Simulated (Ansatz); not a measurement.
Output of an Ansatz run (abridged):

```
WARN ansatz: RAYON_NUM_THREADS=1 ignored (pool sized by the plan → 1); use --threads N
Pseudopotentials: kind: paw
Pseudopotential: Sn, paw, valence charge 14
Pseudopotential: Te, paw, valence charge 16
Crystal: 2 atoms, lattice volume = 92.776 Å³
Basis set: ecut = 420 eV, 1837 PW (Γ), exchange–correlation on 72×72×72 points (8 copies of the dense FFT grid, shifted against one another)
Bands: 19, of which v1, the nominal top of the filled ones, is band 15 counted from 1 (14 counted from 0)
Symmetry: 24 space group operations
Space group: F-43m (ITA 216), of the structure as read, at distance tolerance 4.5e-5 Å
k-points: 16 of 216 (time reversal used)
PAW frozen core: Sn, regenerated for the run's functional, and the local potential with it
PAW frozen core: Te, regenerated for the run's functional, and the local potential with it
Initial density: superposition of atomic densities (neutral atoms: chi_scale 0, normalization atom), corrected by the library's trained network
Initial wavefunctions: pseudopotential atomic-orbital guess
Eigensolver: davidson
Functional: x = pbesol(κ = 0.804, μ = 0.12345679012345678), c = pbesol(β = 0.046)
SCF iter   1: F=—  HF=-12851.125425 eV  |F-HF|=—  |Δ(HF+E_count)|=         —  Δρ=2.30e-3  dr2=7.83e-3  ethr=1.77e-3  ⟨swp⟩=6.4  Hψ=1589  notcnv=0
all-band conjugate gradients solve this SCF's bands
preconditioner: auto → none
SCF iter   2: F=—  HF=-12851.122463 eV  |F-HF|=—  |Δ(HF+E_count)|=   2.96e-3  Δρ=1.03e-3  dr2=1.50e-3  ethr=2.61e-5  ⟨swp⟩=2.1  Hψ=519  notcnv=0
SCF iter   3: F=—  HF=-12851.122067 eV  |F-HF|=—  |Δ(HF+E_count)|=   3.95e-4  Δρ=5.16e-4  dr2=1.70e-4  ethr=4.99e-6  ⟨swp⟩=3.0  Hψ=541  notcnv=0
SCF iter   4: F=—  HF=-12851.122144 eV  |F-HF|=—  |Δ(HF+E_count)|=   7.64e-5  Δρ=7.53e-5  dr2=5.37e-6  ethr=5.66e-7  ⟨swp⟩=2.2  Hψ=530  notcnv=0
SCF iter   5: F=—  HF=-12851.122159 eV  |F-HF|=—  |Δ(HF+E_count)|=   1.49e-5  Δρ=6.39e-5  dr2=2.51e-6  ethr=1.79e-8  ⟨swp⟩=2.0  Hψ=466  notcnv=0
SCF iter   6: F=-12851.122158 eV  HF=-12851.122158 eV  |F-HF|=3.70e-8  |Δ(HF+E_count)|=   5.64e-7  Δρ=1.27e-5  dr2=8.83e-8  ethr=3.33e-10  ⟨swp⟩=5.3  Hψ=1611  notcnv=0
SCF 1 converged in 6 iterations: F = -12851.122158 eV  dr2 = 8.83e-8
SCF converged after 6 iterations
Free energy (F): -12851.122158 eV
Harris-Foulkes:  -12851.122158 eV  (|F-HF|=3.70e-8)
Internal energy: -12851.120966 eV  (E = F + TS)
E sigma→0 (E₀):  -12851.121562 eV
Entropy (-TS):   -0.001192 eV (-0.596 meV/atom)
Fermi energy:    4.976194 eV
--- Per-component energies (eV) ---
  E_band       = -482.693942
  E_kinetic    = 364.944567
  E_local      = -3006.853289  (includes V_loc(G=0)·N_el)
  E_nonlocal   = -339.106955
  E_hartree    = 1713.224201
  E_xc         = -502.147656
  E_vxc        = -199.913758  (∫ρ·V_xc dr)
  E_paw        = -8645.599260  (= ΣΔE_a)
  E_vpaw       = -728.226694  (= ΣTr[D̂ρ^β])
  E_aug_tail   = -0.000214  (compensation charges beyond the density's cutoff)
  E_ewald      = -2436.242014
  E_core_change = 0.659655  (= ΣΔE_core)
  E_smearing   = -0.001192  (= −TS)
  E_closure    = 0.000000  (closes the sum)
  Σ components = -12851.122158   (vs F -12851.122158, Δ=0.00e0)
--- Forces (eV/Å), atoms counted from 1 ---
  atom   1  Sn     0.00000000    -0.00000000     0.00000000
  atom   2  Te    -0.00000000     0.00000000     0.00000000
  max |Σ_I F_I| component: 4.72e-16 eV/Å
--- Stress (GPa, compression-positive) ---
       -1.040172      -0.000000       0.000000
        0.000000      -1.040172       0.000000
       -0.000000       0.000000      -1.040172
  P = ⅓ Tr σ = -1.0402 GPa (-10.402 kbar)
  The stress holds the Pulay correction. Without it, at fixed plane waves, as pw.x and ABINIT print it: P = -1.0585 GPa
--- Band table (eV; the first three rows and the last of 16) ---
  k-point 0: bands = ["-31.6066", "-31.6066", "-31.6066", "-31.6040", "-31.6040", "-16.7180", "-16.7180", "-16.7180", "-16.7077", "-16.7077", "-6.6222", "-0.1704", "3.0468", "3.0468", "3.0468", "5.9927", "5.9927", "5.9927", "8.9856"]
  k-point 1: bands = ["-31.6066", "-31.6066", "-31.6066", "-31.6039", "-31.6039", "-16.7183", "-16.7176", "-16.7176", "-16.7077", "-16.7077", "-6.5041", "-0.7155", "2.8808", "2.8808", "3.1498", "6.2485", "6.2678", "6.2678", "9.7879"]
  k-point 2: bands = ["-31.6066", "-31.6065", "-31.6065", "-31.6039", "-31.6039", "-16.7191", "-16.7168", "-16.7168", "-16.7076", "-16.7076", "-6.2299", "-1.6262", "2.6140", "2.6140", "3.0296", "6.6735", "6.6735", "7.4195", "10.3951"]
  k-point 15: bands = ["-31.6066", "-31.6065", "-31.6064", "-31.6040", "-31.6039", "-16.7210", "-16.7157", "-16.7148", "-16.7082", "-16.7072", "-5.8363", "-2.4000", "1.6139", "1.6854", "4.8529", "5.8257", "7.8095", "8.3378", "10.2905"]
```

The structure:

```
CELL_PARAMETERS angstrom
      0.00000     3.59309     3.59309
      3.59309     0.00000     3.59309
      3.59309     3.59309     0.00000
ATOMIC_POSITIONS crystal
  Sn 0.00000 0.00000 0.00000
  Te 0.75000 0.75000 0.75000
```

Question: What input produced this log?

Answer: Other spellings and defaults could give the same log, and not every line can be read from it. The input that was run (DFT, PBEsol, plane waves, default PAW files made with PBE):

Ansatz 0.2 input:
```yaml
# SnTe
crystal:
  lattice:
    - [0.000000, 3.593089, 3.593089]
    - [3.593089, 0.000000, 3.593089]
    - [3.593089, 3.593089, 0.000000]
  atoms:
    - { symbol: Sn, position: [0.000000, 0.000000, 0.000000] }
    - { symbol: Te, position: [0.750000, 0.750000, 0.750000] }
basis:
  ecutwfc: 420.0
kpoints:
  mp_grid: { grid: [6, 6, 6] }
hamiltonian:
  xc: pbesol
  pseudopotentials: { kind: paw }
scf:
  occupations: { method: gaussian, width: 0.1 }
output:
  forces: true
  eigenvalues: true
  stress: true
```

The starting cell comes from a database of computed structures (which also holds hypothetical and non-ambient phases and stackings), without a prior relaxation at this level. Its lattice was rescaled by up to half a per cent. Spin-orbit coupling is off. Ansatz's pressure includes its estimate of the finite-basis (Pulay) stress. A gap is left out here, as mesh or smearing make it unsure.

Ansatz is a program for electronic structure.
